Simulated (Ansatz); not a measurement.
Take GaN in the wurtzite structure (space group P6_3mc, No. 186; a = 3.1826 Å, c = 5.1854 Å) as the base. Axes: x lies along a and z along c of the hexagonal cell.

Level of theory: PBEsol in Ansatz (plane waves to 420 eV, PAW, without spin-orbit coupling).

For the base:

| Quantity | Value |
|---|---|
| Valence-band top at Γ | 0.00, 0.00, -0.04 eV |
| Electron mass | 0.16 mₑ along c, 0.17 mₑ across (at Γ) |
| Band gap | 1.88 eV |

It is then changed as follows: uniaxial strain ε_zz = +1.20 %, all other strain components held at zero, atoms relaxed at fixed cell.

What does the calculation give for the valence-band top at Γ, electron mass, stress and band gap after the change?

The valence-band top at Γ (three highest levels, from the VBM) changes from 0.00, 0.00, -0.04 eV to 0.00, 0.00, -0.11 eV; the electron mass becomes 0.15 mₑ along z, 0.17 mₑ across (at Γ) (base: 0.16 mₑ along c, 0.17 mₑ across (at Γ)); the stress (xx, yy, zz, yz, xz, xy; compression positive) amounts to (-1.04, -1.04, -4.49, 0.00, 0.00, 0.00) GPa; the band gap falls by 0.124 eV to 1.75 eV.

Effective masses come from finite differences of ±0.01 Å⁻¹. Semilocal Kohn–Sham gaps tend to fall short of experiment. No phonon test of stability was made.

Ansatz is an electronic-structure program.
